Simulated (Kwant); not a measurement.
Device: wire with an antidot in a InAs two-dimensional gas. Effective mass 0.023 mₑ, grid spacing 5 nm, hard walls, nominal width 150 nm (29 grid rows, so walls 150 nm apart), one parabolic valley, scattering region 450 nm long along x; energies count from the band bottom; Fermi energy swept from 0.00036331 to 0.04108 eV. Hard-wall hole of radius 20 nm, 0 nm off the axis.

The device is made up for the run: typed textbook-type constants, with dimensions and the other settings drawn at random.

Model: effective-mass tight-binding model on a square grid, one spin, coherent transport at 0 K (Kwant). Conductance is in e²/h.

Sweep values stay those of the base run.

The effective mass was swept, all else fixed.

| effective mass (mₑ) | G (e²/h) at E = 41.08 meV | G (e²/h) at E = 10.39 meV | G (e²/h) at E = 20.43 meV | G (e²/h) at E = 30.46 meV |
|---|---|---|---|---|
| 0.014 | 3.93 | 1.85 | 2.01 | 2.76 |
| 0.018 | 4.00 | 1.96 | 2.09 | 3.87 |
| 0.023 | 4.41 | 2.00 | 3.20 | 3.99 |
| 0.03 | 5.92 | 2.02 | 3.96 | 4.24 |

From the first row to the last the G at E = 41.08 meV goes from 3.93 to 5.92. From the first row to the last the G at E = 10.39 meV goes from 1.85 to 2.02.
